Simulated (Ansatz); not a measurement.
Take Li in the bcc (W type) structure (space group Im-3m, No. 229; a = 3.477 Å) as the base. Axes: x, y, z lie along the cube axes.

Structures relaxed with r2SCAN, PAW, 500 eV (Ansatz, a quantum-chemistry and plane-wave program; no spin-orbit coupling).

Base:

Simulated powder pattern, Mo Kα, λ = 0.71073 Å (kinematic, ideal powder, no thermal factors, no anomalous dispersion; the 14 strongest lines at most, above 2 %, up to 2θ = 40°):

```tsv
2θ (°)	I/Imax (%)	hkl
16.62	100	(110)
23.59	19	(200)
28.99	40	(211)
33.60	12	(220)
37.71	15	(310)
```

After one change:

Simulated powder pattern, Mo Kα, λ = 0.71073 Å (kinematic, ideal powder, no thermal factors, no anomalous dispersion; the 14 strongest lines at most, above 2 %, up to 2θ = 40°):

```csv
2θ (°),I/Imax (%)
16.49,51
16.68,100
23.41,20
23.93,9.3
28.88,41
29.21,20
33.34,6.2
33.72,12
37.41,8.0
37.50,7.9
38.19,7.4
```

**Question.** Name the change that was made.
A) strain tensor (xx, yy, zz, yz, xz, xy) = (−0.06, +2.07, −1.02, −0.02, +1.14, −0.85) %
B) biaxial strain −2.19 %, plane normal [001], relaxed out of plane
C) biaxial strain +0.76 %, plane normal [001], relaxed out of plane
D) strain tensor (xx, yy, zz, yz, xz, xy) = (+0.32, −1.71, +0.12, +0.86, −0.48, −0.10) %

**Answer.** C, biaxial strain +0.76 %, plane normal [001], relaxed out of plane. Its volume per atom is 21.04 Å³ against 21.03 Å³, and its space group is I4/mmm (No. 139).

Stability against distortions was not tested.
